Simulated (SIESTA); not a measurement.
## SIESTA run on CaGe2Ru2 (I4/mmm, 5 atoms in the cell): self-consistent single point

Method: LDA PW92, numerical atomic orbitals DZP, PseudoDojo LDA standard norm-conserving potentials (rewritten from UPF to PSML) (SIESTA).

Input:

```
# files in the folder: Ca.psml Ge.psml Ru.psml (PseudoDojo LDA standard)
SystemName  Ca(GeRu)2
SystemLabel siesta

NumberOfAtoms                5
NumberOfSpecies              3
%block ChemicalSpeciesLabel
  1 20 Ca
  2 32 Ge
  3 44 Ru
%endblock ChemicalSpeciesLabel
LatticeConstant              1.0 Ang
%block LatticeVectors
    -2.136967000    2.136967000    4.999343000
     2.136967000   -2.136967000    4.999343000
     2.136967000    2.136967000   -4.999343000
%endblock LatticeVectors
AtomicCoordinatesFormat      ScaledCartesian
%block AtomicCoordinatesAndAtomicSpecies
     0.000000000    0.000000000    0.000000000  1
     0.000000000   -0.000000000    3.662218721  2
     0.000000000   -0.000000000    6.336467279  2
     0.000000000    2.136967000    2.499671500  3
     2.136967000    0.000000000    2.499671500  3
%endblock AtomicCoordinatesAndAtomicSpecies

XC.functional                LDA
XC.authors                   PW92
PAO.BasisSize                DZP
PAO.EnergyShift              0.005 Ry
MeshCutoff                   350 Ry
%block kgrid.MonkhorstPack
    5   0   0  0.0
    0   5   0  0.0
    0   0   5  0.0
%endblock kgrid.MonkhorstPack
OccupationFunction           MP
OccupationMPOrder            0
ElectronicTemperature        1160.45 K

MaxSCFIterations             150
SCF.Mixer.Method             Pulay
SCF.Mixer.Weight             0.1
SCF.Mixer.History            8
SCF.DM.Tolerance             1.0E-05
Diag.ParallelOverK           true
WriteForces                  true
```

The program printed (abridged):

```
reinit: Reading from file input.fdf

reinit: System Name: Ca(GeRu)2
reinit: System Label: siesta

coor:   Atomic-coordinates input format  =     Cartesian coordinates
coor:                                          (in units of alat)

siesta: Atomic coordinates (Bohr) and species
siesta:      0.00000   0.00000   0.00000  1        1
siesta:      0.00000  -0.00000   6.92059  2        2
siesta:      0.00000  -0.00000  11.97419  2        3
siesta:      0.00000   4.03828   4.72369  3        4
siesta:      4.03828   0.00000   4.72369  3        5

siesta: System type = bulk

initatomlists: Number of atoms, orbitals, and projectors:      5    83    90

siesta: ******************** Simulation parameters ****************************
redata: Spin configuration                          = none
redata: Time-Reversal Symmetry                      = T
redata: Number of Atomic Species                    =        3
redata: Mesh Cutoff                                 =   350.0000 Ry
redata: Net charge of the system                    =     0.0000 |e|
redata: Min. number of SCF Iter                     =        0
redata: Max. number of SCF Iter                     =      150
redata: SCF convergence failure will abort job
redata: SCF mix quantity                            = Hamiltonian
redata: Mix DM or H after convergence               =   F
redata: Recompute H after scf cycle                 =   F
redata: Mix DM in first SCF step                    =   T
redata: No kicks to SCF
redata: DM Mixing Weight for Kicks                  =     0.5000
redata: Require Harris convergence for SCF          =   F
redata: Harris energy tolerance for SCF             =     0.000100 eV
redata: Require DM convergence for SCF              =   T
redata: DM tolerance for SCF                        =     0.000010
redata: Require EDM convergence for SCF             =   F
redata: EDM tolerance for SCF                       =     0.001000 eV
redata: Require H convergence for SCF               =   T
redata: Hamiltonian tolerance for SCF               =     0.001000 eV
redata: Require (free) Energy convergence for SCF   =   F
redata: (free) Energy tolerance for SCF             =     0.000100 eV
redata: Using DFT-D3 dispersion                     =   F
redata: Using Saved Data (generic)                  =   F
redata: Method of Calculation                       = Diagonalization
redata: Electronic Temperature                      =  1160.4500 K
redata: Number of TDED substeps                     =        3
redata: Dynamics option                             = Single-point calculation
redata: Save all siesta data in one NC              =   F
redata: ***********************************************************************

%block SCF.Mixers
  Pulay
%endblock SCF.Mixers

%block SCF.Mixer.Pulay
  # Mixing method
  method pulay
  variant stable

  # Mixing options
  weight 0.1000
  weight.linear 0.1000
  history 8
%endblock SCF.Mixer.Pulay

DM_history_depth set to one: no extrapolation allowed by default for geometry relaxation
Size of DM history Fstack: 1
Total number of electrons:    70.000000
Total ionic charge:    70.000000

* ProcessorY, Blocksize:    1  64

* Orbital distribution balance (max,min):    83    83

 Kpoints in:           75 . Kpoints trimmed:           63

siesta: k-grid: Number of k-points = 63
siesta: k-points from Monkhorst-Pack grid
siesta: k-cutoff (effective) =    10.685 Ang
siesta: k-point supercell and displacements
siesta: k-grid:     5     0     0      0.000
siesta: k-grid:     0     5     0      0.000
siesta: k-grid:     0     0     5      0.000

diag: Algorithm                                     = D&C
diag: Parallel over k                               =   F
diag: Use parallel 2D distribution                  =   F
diag: Parallel block-size                           = 64
diag: Parallel distribution                         =     1 x     1
diag: Used triangular part                          = Lower
diag: Absolute tolerance                            =  0.100E-15
diag: Orthogonalization factor                      =  0.100E-05
diag: Memory factor                                 =  1.0000

superc: Internal auxiliary supercell:     7 x     7 x     7  =     343
superc: Number of atoms, orbitals, and projectors:   1715  28469  30870

                        Single-point calculation

superc: Internal auxiliary supercell:     7 x     7 x     7  =     343
superc: Number of atoms, orbitals, and projectors:   1715  28469  30870

outcell: Unit cell vectors (Ang):
       -2.136967    2.136967    4.999343
        2.136967   -2.136967    4.999343
        2.136967    2.136967   -4.999343

outcell: Cell vector modules (Ang)   :    5.841805    5.841805    5.841805
outcell: Cell angles (23,13,12) (deg):    137.0856    137.0856     62.3063
outcell: Cell volume (Ang**3)        :     91.3206
new_DM -- step:     1
Initializing Density Matrix...

Attempting to read DM from file... Failed...
DM filled with atomic data:

InitMesh: MESH = 60 x 60 x 50 = 180000
InitMesh: Mesh cutoff (required, used) =   350.000   428.348 Ry

stepf: Methfessel-Paxton step function
       Using Hermite-Gauss polynomials of order  0

        iscf     Eharris(eV)        E_KS(eV)     FreeEng(eV)     dDmax    Ef(eV) dHmax(eV)
   scf:    1   -11359.365853   -11402.528691   -11402.543404  0.821098 -4.236462 11.875331
   scf:    2   -11413.210904   -11408.818759   -11408.824322  0.159685 -4.748883  5.805803
   scf:    3   -11411.254506   -11410.646606   -11410.655019  0.111346 -5.114906  2.237319
   scf:    4   -11411.082171   -11410.922855   -11410.933134  0.177483 -5.151065  0.486390
   scf:    5   -11410.932701   -11410.931526   -11410.941654  0.012166 -5.179922  0.379883
   scf:    6   -11410.941297   -11410.937819   -11410.947404  0.034806 -5.164852  0.067456
   [... 2 lines left out ...]
   scf:    9   -11410.938145   -11410.938143   -11410.947797  0.000033 -5.167621  0.006474
   scf:   10   -11410.938170   -11410.938157   -11410.947801  0.000214 -5.168207  0.001373
   scf:   11   -11410.938157   -11410.938157   -11410.947801  0.000047 -5.168326  0.000048
   scf:   12   -11410.938157   -11410.938157   -11410.947801  0.000016 -5.168330  0.000065
   scf:   13   -11410.938157   -11410.938157   -11410.947801  0.000005 -5.168330  0.000003

SCF Convergence by DM+H criterion
max |DM_out - DM_in|         :     0.0000051698
max |H_out - H_in|      (eV) :     0.0000025869
SCF cycle converged after 13 iterations

Using DM_out to compute the final energy and forces

siesta: E_KS(eV) =           -11410.9382

siesta: E_KS - E_eggbox =    -11410.9382

siesta: Atomic forces (eV/Ang):
     1   -0.000000    0.000000   -0.000000
     2    0.000099    0.000099    0.002115
     3   -0.000099   -0.000099   -0.002115
     4    0.001657   -0.001657    0.000000
     5   -0.001657    0.001657   -0.000000
   Tot    0.000000   -0.000000    0.000000
   Max    0.002115
   Res    0.001154    sqrt( Sum f_i^2 / 3N )
   Max    0.002115    constrained

Stress tensor Voigt[x,y,z,yz,xz,xy] (kbar):        7.79        7.79        8.11        0.00        0.00       -0.23
(Free)E + p*V (eV/cell)   -11411.3978
Target enthalpy (eV/cell)   -11410.9478

siesta: Program's energy decomposition (eV):
siesta: Ebs     =     -1952.538216
siesta: Eions   =     14943.943960
siesta: Ena     =      1994.306838
siesta: Ekin    =      5780.785536
siesta: Enl     =     -2020.663400
siesta: Eso     =         0.000000
siesta: Edftu   =         0.000000
siesta: DEna    =        71.547071
siesta: DUscf   =         1.771676
siesta: DUext   =         0.000000
siesta: Ex      =     -2108.729044
siesta: Ec      =      -186.012874
siesta: Exc     =     -2294.741918
siesta: Eharris =    -11410.938157
siesta: Etot    =    -11410.938157
siesta: FreeEng =    -11410.947801

siesta: Stress tensor (static) (eV/Ang**3):
siesta:     0.004859   -0.000142    0.000002
siesta:    -0.000142    0.004859    0.000002
siesta:     0.000002    0.000002    0.005064

siesta: Cell volume =         91.320558 Ang**3

siesta: Pressure (static):
siesta:                Solid            Molecule  Units
siesta:          -0.00005367         -0.00005316  Ry/Bohr**3
siesta:          -0.00492741         -0.00488092  eV/Ang**3
siesta:          -7.89458731         -7.82010047  kBar
```

The run converged in 13 iterations.

The starting cell comes from a database of computed structures (which also holds hypothetical and non-ambient phases and stackings), without a prior relaxation at this level. Its lattice was rescaled by up to half a per cent. Spin polarisation is off. Values carry the incompleteness of an atom-centred basis.

Cost on one core of a shared machine: roughly 80 s.
